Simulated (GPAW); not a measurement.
Checking a run of GPAW on Ba3PN (Pm-3m, 5 atoms in the cell). The aim is a self-consistent single point with DFT LDA (Perdew-Wang 92), real-space grid, GPAW PAW datasets LDA (gpaw-data 1.0.1).

Cell that was meant: a = 5.4507 Å, b = 5.4507 Å, c = 5.4507 Å, α = 90.00°, β = 90.00°, γ = 90.00°.

Part of the input:

```python
            xc='LDA',
            kpts={'size': (4, 4, 4), 'gamma': True},
            occupations={'name': 'fermi-dirac', 'width': 0.1},
            nbands=20,
            convergence={'density': 1e-05},
            symmetry={'symmorphic': False, 'tolerance': 0.0005},
            maxiter=150)
```

Output, abridged:

```
Input parameters:
  convergence: {density: 1e-05}
  h: 0.18
  kpts: {gamma: True,
         size: (4, 4, 4)}
  maxiter: 150
  mode: fd
   [... lines left out ...]
   4 N      2.725365    2.725365    2.725365    ( 0.0000,  0.0000,  0.0000)

Unit cell:
           periodic     x           y           z      points  spacing
  1. axis:    yes    5.450730    0.000000    0.000000    32     0.1703
  2. axis:    yes    0.000000    5.450730    0.000000    32     0.1703
  3. axis:    yes    0.000000    0.000000    5.450730    32     0.1703

  Lengths:   5.450730   5.450730   5.450730
  Angles:   90.000000  90.000000  90.000000

Effective grid spacing dv^(1/3) = 0.1703
     iter     time        total  log10-change:
                         energy   eigst   dens
iter:   1 --:--:--   -29.800310
iter:   2 --:--:--   -28.073633   +0.58  -0.81
iter:   3 --:--:--   -24.428084   +1.40  -0.86
iter:   4 --:--:--   -25.046841   +0.50  -1.15
iter:   5 --:--:--   -29.083558   +0.96  -1.19
   [... 18 lines left out ...]
iter:  24 --:--:--   -24.862117   +0.63  -1.61
iter:  25 --:--:--   -24.979186   +0.46  -2.06
iter:  26 --:--:--   -25.025255   -0.12  -2.54
iter:  27 --:--:--   -25.018303   -0.84  -2.26
iter:  28 --:--:--   -25.025750c  -1.07  -2.26
   [... lines left out ...]
iter: 118 --:--:--   -24.997639c  -5.68  -4.61
iter: 119 --:--:--   -24.997640c  -5.22  -5.50c
iter: 120 --:--:--   -24.997639c  -6.75  -4.88
iter: 121 --:--:--   -24.997640c  -6.76  -4.96
iter: 122 --:--:--   -24.997640c  -6.06  -4.90
iter: 123 --:--:--   -24.997641c  -5.24  -4.71
iter: 124 --:--:--   -24.997640c  -6.01  -4.29
iter: 125 --:--:--   -24.997639c  -5.21  -4.39
iter: 126 --:--:--   -24.997639c  -5.99  -5.26c
iter: 127 --:--:--   -24.997639c  -6.60  -5.47c
iter: 128 --:--:--   -24.997639c  -7.04  -5.47c
iter: 129 --:--:--   -24.997639c  -7.79c -5.14c
Converged after 129 iterations.

Dipole moment: (-4.110026, -4.110026, -4.110026) |e|*Ang

Energy contributions relative to reference atoms: (reference = -674066.800908)

Kinetic:        +13.271931
Potential:       -6.944256
External:        +0.000000
XC:             -31.513960
Entropy (-ST):   +0.000000
Local:           +0.188646
SIC:             +0.000000
--------------------------
Free energy:    -24.997639
Extrapolated:   -24.997639

Showing only first 2 kpts
 Kpt  Band  Eigenvalues  Occupancy
  0    18      6.71866    2.00000
  0    19      6.71866    2.00000

  1    18      6.49534    2.00000
  1    19      6.49534    2.00000

Fermi level: inf

Could not find a gap
Energy (eV): -24.997639

Forces in eV/Ang:
  0 Ba    0.00000    0.00000    0.00000
  1 Ba    0.00000   -0.00000    0.00000
  2 Ba    0.00000    0.00000    0.00000
  3 P     0.00000    0.00000    0.00000
  4 N     0.00000   -0.00000    0.00000
```

**Question.** Is anything amiss in this input, and did it matter?

**Answer.** The run is not sound. The fault is too few bands. Each band holds two electrons without spin (one with spinors), and smearing needs some empty bands above the Fermi level. To fix it, raise the band count or leave it to the default. The run converged in 129 iterations without an error; against the sound input the free energy rises by 3.6 meV/atom.

The sound input it was made from differs as follows (other fixes are possible):
```diff
-            nbands=20,
+            nbands=-13,
```

With that input, the run converged in 35 iterations: free energy E − TS (from the program's reference atoms) -25.0157 eV; Fermi level (on the code's own zero) 6.71 eV (DFT LDA (Perdew-Wang 92), real-space grid, GPAW PAW datasets LDA (gpaw-data 1.0.1)).

On the sound input: the starting cell comes from a database of computed structures (which also holds hypothetical and non-ambient phases and stackings), without a prior relaxation at this level. The run gives no clean gap (levels at the Fermi energy touch, overlap or are partly filled at this smearing), which alone does not show that the compound is a metal.
